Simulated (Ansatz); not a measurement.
A set of related cells and their density of states at the Fermi level.

Cell A: Nb (bcc, Im-3m), 1 atom in the cell; spin state with PBE: run without spin, k-point mesh 26×26×26 on the run's own vectors.
```cif
data_Nb2
_chemical_formula_sum 'Nb2'
_space_group_name_H-M_alt 'Im-3m'
_space_group_IT_number 229
_space_group_name_Hall '-I 4 2 3'
_cell_length_a 3.31163
_cell_length_b 3.31163
_cell_length_c 3.31163
_cell_angle_alpha 90.000
_cell_angle_beta 90.000
_cell_angle_gamma 90.000
loop_
_atom_site_label
_atom_site_type_symbol
_atom_site_symmetry_multiplicity
_atom_site_Wyckoff_symbol
_atom_site_fract_x
_atom_site_fract_y
_atom_site_fract_z
_atom_site_occupancy
Nb1 Nb 2 a 0.00000 0.00000 0.00000 1
```
(The calculation used a cell of 1 atom; values per cell refer to that cell.)

Cell B: Mo (bcc, Im-3m), 1 atom in the cell; spin state with PBE: run without spin, k-point mesh 26×26×26 on the run's own vectors.
```
Mo
1.0
   -1.58054     1.58054     1.58054
    1.58054    -1.58054     1.58054
    1.58054     1.58054    -1.58054
Mo
1
Cartesian
  0.00000   0.00000   0.00000
```

All numbers come from Ansatz (a first-principles code), plane waves with PAW, its PAW set soft_1, cutoff 420 eV, 500 eV for r2SCAN. The structures are at rest with PBE; other levels are single points on them. Neutral cells; Fermi-Dirac smearing of at most 0.10 eV in the solids, energies taken to zero width. The lattices are those relaxed with PBE, so at other levels the solids can be strained, which adds to the spread. Spin-orbit coupling is left out. A dispersion term ran beside these levels; it doesn't touch the electrons. Both spins, broadened by a Gaussian of 0.2 eV on the run's mesh.

### Question
What does PBE give for the density of states at the Fermi level of each cell (states/eV per atom)?

### Answer
```csv
cell,PBE
A,1.5
B,0.64
```

With PBE the value of A exceeds that of B by 0.86 states/eV per atom.

### Question
And at the other levels?

### Answer
| cell | r2SCAN |
|---|---|
| A | 1.4 |
| B | 0.57 |

With r2SCAN the value of A exceeds that of B by 0.83 states/eV per atom.
